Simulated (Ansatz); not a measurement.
The structure below was relaxed with DFT with PBEsol, PAW potentials and a 420 eV plane-wave cutoff in Ansatz (a quantum-chemistry and plane-wave program), no spin-orbit coupling, at pressure 9 GPa.

Space group P6₃/mmc (No. 194); a = b = 2.5841 Å, c = 4.4675 Å, α = β = 90.00°, γ = 120.00°

```
atom  site  symmetry       x       y       z
----  ----  --------  ------  ------  ------
Zn      2c      -6m2  0.3333  0.6667  0.2500
```

**Question.** Write out a cell with all atoms.

**Answer.** 
```cif
data_Zn2
_chemical_formula_sum 'Zn2'
_space_group_name_H-M_alt 'P 1'
_space_group_IT_number 1
_cell_length_a 2.58411
_cell_length_b 2.58411
_cell_length_c 4.46750
_cell_angle_alpha 90.000
_cell_angle_beta 90.000
_cell_angle_gamma 120.000
loop_
_space_group_symop_operation_xyz
  'x, y, z'
loop_
_atom_site_label
_atom_site_type_symbol
_atom_site_fract_x
_atom_site_fract_y
_atom_site_fract_z
_atom_site_occupancy
Zn1 Zn 0.66667 0.33333 0.75000 1
Zn2 Zn 0.33333 0.66667 0.25000 1
```
This is the conventional cell.

Load acts through the strain it causes; cell and atoms are relaxed under it. Stability against distortions was not tested. No other phases were tried under pressure. The cell was made from Zn in the hcp (Mg type) structure (space group P6_3/mmc, No. 194) by this change: pressure 9 GPa.
